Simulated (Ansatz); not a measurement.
Carrier properties of monolayer SnO

Given:

```
SnO
1.0
    4.04119     0.00000     0.00000
    0.00000     4.04119     0.00000
    0.00000     0.00000    18.22537
Sn O
2 2
Direct
  0.50000   0.00000   0.56075
  0.00000   0.50000   0.43925
  0.00000   0.00000   0.50000
  0.50000   0.50000   0.50000
```

Computed with PBE, rigid bands (plane waves, PAW, scalar-relativistic; Ansatz, a quantum-chemistry and plane-wave program). Condition of this run: biaxial strain +5 %. Geometry: cell and atoms relaxed with PBE, then loaded as said.

The band gap is 2.33 eV and the electron conductivity mass (300 K, dilute) is 0.45 mₑ. The hole conductivity mass (300 K, dilute) is 7.0 mₑ and the effective density of states N_c (300 K) comes out as 4.9e12 cm⁻². The effective density of states N_v (300 K) is 2.3e14 cm⁻² and the Seebeck coefficient, n-type 1.8e12 cm⁻², 300 K is -260 μV/K. The Seebeck coefficient, p-type 1.8e12 cm⁻², 300 K is 565 μV/K.

Rigid bands; masses and Seebeck coefficients take one relaxation time τ for all states and one kind of carrier; polarons and phonon drag are left out. Spin-orbit coupling is left out; where it splits the top of the valence band, N_v and the p-type Seebeck coefficient come out somewhat high without it.
